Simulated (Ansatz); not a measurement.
Consider the following.

```xyz
2
Lattice="0.1099 3.2490 3.2184 3.2490 0.1099 3.2184 3.3588 3.3588 0.0000" Properties=species:S:1:pos:R:3 pbc="T T T"
Te     0.0000     0.0000     0.0000
Pb     3.3588     3.3588     3.2184
```

Method: PBEsol with spin-orbit coupling, rigid bands (plane waves, PAW; Ansatz, an electronic-structure program). Condition of this run: uniaxial stress along [110] of -2 GPa (compression positive) (the target of the relaxation). Geometry: cell and atoms relaxed with PBEsol, then loaded as said.

Problem. Is this a good metal at this level?

Solution. No. No gap is resolved, and few carriers conduct, as in a semimetal or a zero-gap semiconductor. N(E_F) = 0.059 states/eV a cell at 300 K and the Drude plasma energy along the best axis is 0.75 eV, several times under that of a simple or noble metal.
